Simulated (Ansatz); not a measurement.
Levels about the gap of amorphous Hf18O39Y2 (59 atoms in a cell of 773 Å³, 8.63 g/cm³; zone centre alone, so wide bands show as single levels with stretches between that a denser mesh fills), at the geometry that PBE relaxed, where it gives 3.5 GPa on a denser mesh. The participation number counts the atoms over which a state spreads; weights are charges in smoothed Voronoi cells. The levels come from a single point, so bond lengths are those of that geometry. Method of the levels: PBE, scalar-relativistic without spin-orbit coupling (Ansatz, a program for electronic structure). Sampling: the zone centre alone; Fermi-Dirac width 0.02 eV; no spin polarisation. At PBE the levels at the filled edge of the gap are localised (band-tail or defect states).

A CHGNet melt-quench gave the starting glass, which DFT then relaxed. O atoms were pushed apart under 1.9 Å during the dynamics, to hinder bonds among them. The hot cell started wider than the set density and was brought back towards it in steps. It is the lowest in DFT energy of 2 quenches. It is a model cell: composition and starting density were chosen by hand, and all elements were melted together. No dispersion term was used. Its density started from a set value of 8.63 and ended at 8.63 g/cm³. The simulated quench (nominally 450 K/ps over its main leg) is rapid and tends to freeze in more defects than a deposited or slowly cooled glass has. A cell of this size samples the disorder only roughly. The volume was held where the preparation left it and the shape relaxed, at a PBE pressure of 3.5 GPa. Stress components on the final sampling reach 3.5 GPa.

```json
[
 {"E - E(highest filled), eV": "-0.39", "filling": "filled", "participation number": "14.4", "largest on": "O, 2 neighbours", "weight O": "0.94", "weight Hf": "0.06", "weight Y": "0.00"},
 {"E - E(highest filled), eV": "-0.31", "filling": "filled", "participation number": "12.3", "largest on": "O, 2 neighbours", "weight O": "0.94", "weight Hf": "0.05", "weight Y": "0.00"},
 {"E - E(highest filled), eV": "-0.28", "filling": "filled", "participation number": "15.6", "largest on": "O, 3 neighbours", "weight O": "0.94", "weight Hf": "0.05", "weight Y": "0.00"},
 {"E - E(highest filled), eV": "-0.26", "filling": "filled", "participation number": "21.9", "largest on": "O, 2 neighbours", "weight O": "0.95", "weight Hf": "0.05", "weight Y": "0.00"},
 {"E - E(highest filled), eV": "-0.25", "filling": "filled", "participation number": "16.3", "largest on": "O, 3 neighbours", "weight O": "0.95", "weight Hf": "0.04", "weight Y": "0.01"},
 {"E - E(highest filled), eV": "-0.20", "filling": "filled", "participation number": "14.3", "largest on": "O, 2 neighbours", "weight O": "0.94", "weight Hf": "0.05", "weight Y": "0.01"},
 {"E - E(highest filled), eV": "0.00", "filling": "filled", "participation number": "5.3", "largest on": "O, 2 neighbours", "weight O": "0.93", "weight Hf": "0.07", "weight Y": "0.00"},
 {"E - E(highest filled), eV": "4.13", "filling": "empty", "participation number": "22.5", "largest on": "Hf, 5 neighbours", "weight O": "0.38", "weight Hf": "0.55", "weight Y": "0.07"},
 {"E - E(highest filled), eV": "4.24", "filling": "empty", "participation number": "30.6", "largest on": "Hf, 5 neighbours", "weight O": "0.49", "weight Hf": "0.49", "weight Y": "0.02"},
 {"E - E(highest filled), eV": "4.34", "filling": "empty", "participation number": "36.0", "largest on": "Hf, 5 neighbours", "weight O": "0.42", "weight Hf": "0.53", "weight Y": "0.05"},
 {"E - E(highest filled), eV": "4.39", "filling": "empty", "participation number": "25.0", "largest on": "Hf, 5 neighbours", "weight O": "0.38", "weight Hf": "0.59", "weight Y": "0.03"},
 {"E - E(highest filled), eV": "4.54", "filling": "empty", "participation number": "29.2", "largest on": "Hf, 6 neighbours", "weight O": "0.45", "weight Hf": "0.53", "weight Y": "0.02"},
 {"E - E(highest filled), eV": "4.58", "filling": "empty", "participation number": "34.6", "largest on": "Hf, 6 neighbours", "weight O": "0.40", "weight Hf": "0.56", "weight Y": "0.04"},
 {"E - E(highest filled), eV": "4.69", "filling": "empty", "participation number": "23.4", "largest on": "Hf, 6 neighbours", "weight O": "0.37", "weight Hf": "0.61", "weight Y": "0.02"}
]
```

Most localised among these is the filled level at +0.00 eV, on a O atom, which has 2 neighbours (Hf 1.92 Å, Hf 1.98 Å).
